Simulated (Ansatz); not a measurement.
# Effect of electrons 2.0×10^21 cm⁻³ on AlN

Base system: AlN in the zinc blende structure (space group F-43m, No. 216; a = 4.378 Å).

One thing is altered: electron doping at 2.0×10^21 cm⁻³ (0.0419 per cell), with a uniform compensating background at fixed cell and a 300 K Fermi–Dirac width.

All numbers come from PBEsol, PAW, 420 eV (Ansatz, a program for electronic structure; no spin-orbit coupling). Settings: 30×30×30 k-points, 0.0259 eV Fermi–Dirac smearing.

- Gap between the host's bands = 3.18 eV (base 3.19 eV)
- Gap character = indirect, Γ → X (base indirect, Γ → X)
- Valley order (the lowest conduction-band minima on the path, energy above the VBM, named in the base's zone) = X along ⟨100⟩ 3.18 eV; Γ 4.05 eV (base X along ⟨100⟩ 3.19 eV; Γ 4.06 eV)
- Fermi level relative to the doped band's edge (positive inside the band; to 0.05 eV) = +0.65 eV

Final structure:

```xyz
2
Lattice="0.0000 2.1889 2.1889 2.1889 0.0000 2.1889 2.1889 2.1889 0.0000" Properties=species:S:1:pos:R:3 pbc="T T T"
N      3.2833     3.2833     3.2833
Al     0.0000     0.0000     0.0000
```
Cell charge -0.041948.

Carriers are added with a uniform compensating background; total energy and stress of such cells depend on the potential's zero and are not compared; many-body gap narrowing is missing at this level. Stability against distortions was not tested. This is not the structure that AlN has at room temperature and ambient pressure.
